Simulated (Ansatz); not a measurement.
Worked example: self-consistent single point of CdCo₂N₂ (C2/m, 5 atoms in the cell) in Ansatz (an electronic-structure program).

Method: PBEsol, PAW files made with PBE (plane waves; Ansatz).

The change in words: lattice scaled by 0.98. Reference geometry:
```xyz
5
Lattice="2.6551 -1.5321 0.0000 2.6551 1.5321 0.0000 -1.9131 0.0000 8.2997" Properties=species:S:1:pos:R:3 pbc="T T T"
Cd     1.6986     0.0000     4.1499
Co     1.7714     0.0000     0.8568
Co     1.6258     0.0000     7.4429
N     -0.1441     0.0000     7.0346
N      3.5412     0.0000     1.2651
```

Reference input (self-consistent single point, DFT, PBEsol, plane waves, PAW files made with PBE): kpoints.mp_grid.grid = 10 10 3; hamiltonian.xc = pbesol; hamiltonian.pseudopotentials = {kind: paw} (the program's default PAW files); scf.occupations.method = fermi_dirac; scf.occupations.width = 0.1 eV. This run's input differs from it in these lines:

Ansatz 0.2 input:
```diff
@@ -2,11 +2,11 @@
   lattice:
-    - [2.655125, -1.532110, 0.000000]
-    - [2.655125, 1.532110, 0.000000]
-    - [-1.913092, 0.000000, 8.299729]
+    - [2.602022, -1.501468, 0.000000]
+    - [2.602022, 1.501468, 0.000000]
+    - [-1.874830, 0.000000, 8.133734]
   atoms:
-    - { symbol: Cd, position_ang: [1.698579, 0.000000, 4.149864] }
-    - { symbol: Co, position_ang: [1.771393, -0.000000, 0.856781] }
-    - { symbol: Co, position_ang: [1.625765, -0.000000, 7.442948] }
-    - { symbol: N, position_ang: [-0.144062, -0.000000, 7.034601] }
-    - { symbol: N, position_ang: [3.541220, 0.000000, 1.265128] }
+    - { symbol: Cd, position_ang: [1.664607, 0.000000, 4.066867] }
+    - { symbol: Co, position_ang: [1.735965, 0.000000, 0.839645] }
+    - { symbol: Co, position_ang: [1.593249, 0.000000, 7.294089] }
+    - { symbol: N, position_ang: [-0.141181, 0.000000, 6.893909] }
+    - { symbol: N, position_ang: [3.470395, -0.000000, 1.239825] }
 kpoints:
```

Output (repeated stretches shortened):

```
SCF iter   1: F=—  HF=-19126.566537 eV  |F-HF|=—  |Δ(HF+E_count)|=         —  Δρ=7.40e-2  dr2=2.98e0  ethr=3.10e-3  ⟨swp⟩=5.7  Hψ=11084  notcnv=0
all-band conjugate gradients solve this SCF's bands
preconditioner: auto → Kerker (q_TF=auto, 2.731 Å⁻¹)
SCF iter   2: F=—  HF=-19126.332098 eV  |F-HF|=—  |Δ(HF+E_count)|=   2.34e-1  Δρ=3.86e-2  dr2=9.90e-1  ethr=3.10e-3  ⟨swp⟩=2.0  Hψ=4511  notcnv=0  defer=2
   [... lines left out ...]
SCF iter   7: F=—  HF=-19126.155063 eV  |F-HF|=—  |Δ(HF+E_count)|=   6.67e-5  Δρ=3.41e-4  dr2=5.91e-5  ethr=8.01e-7  ⟨swp⟩=2.1  Hψ=5070  notcnv=0  defer=2
SCF iter   8: F=—  HF=-19126.155065 eV  |F-HF|=—  |Δ(HF+E_count)|=   2.17e-6  Δρ=8.49e-5  dr2=6.57e-6  ethr=9.23e-8  ⟨swp⟩=2.0  Hψ=5836  notcnv=0  defer=2
SCF iter   9: F=—  HF=-19126.155065 eV  |F-HF|=—  |Δ(HF+E_count)|=   1.15e-7  Δρ=1.98e-5  dr2=2.08e-7  ethr=1.03e-8  ⟨swp⟩=2.4  Hψ=4449  notcnv=0  defer=2
SCF iter  10: F=-19126.155065 eV  HF=-19126.155065 eV  |F-HF|=9.59e-9  |Δ(HF+E_count)|=   4.14e-8  Δρ=6.18e-6  dr2=3.14e-8  ethr=1.56e-10  ⟨swp⟩=5.0  Hψ=12681  notcnv=0
SCF 1 converged in 10 iterations: F = -19126.155065 eV  dr2 = 3.14e-8
Free energy (F): -19126.155065 eV
Internal energy: -19126.078281 eV  (E = F + TS)
E sigma→0 (E₀):  -19126.116673 eV
Entropy (-TS):   -0.076785 eV (-15.357 meV/atom)
Fermi energy:    12.936606 eV
--- Forces (eV/Å), atoms counted from 1 ---
  atom   1  Cd     0.00000000     0.00000000     0.00000000
  atom   2  Co    -0.01111249     0.00000000    -0.02231036
  atom   3  Co     0.01111249     0.00000000     0.02231036
  atom   4  N      0.00368460     0.00000000    -0.31899497
  atom   5  N     -0.00368460     0.00000000     0.31899497
--- Stress (GPa, compression-positive) ---
        3.506230       0.000000       0.050944
        0.000000       3.513826       0.000000
        0.050945       0.000000       0.205826
  P = ⅓ Tr σ = 2.4086 GPa (24.086 kbar)
  The stress holds the Pulay correction. Without it, at fixed plane waves, as pw.x and ABINIT print it: P = 2.1591 GPa
```

The run converged in 10 iterations. Against the reference run the free energy drops by 13.1 meV/atom, the pressure goes from -7.13 to 2.41 GPa and the largest force goes from 0.358 to 0.319 eV/Å.

The starting cell comes from a database of computed structures (which also holds hypothetical and non-ambient phases and stackings), without a prior relaxation at this level. For this run, on top of that: lattice scaled by 0.98. Spin polarisation is off, so a magnetic state, if there is one, cannot be reached. Ansatz's pressure includes its estimate of the finite-basis (Pulay) stress.
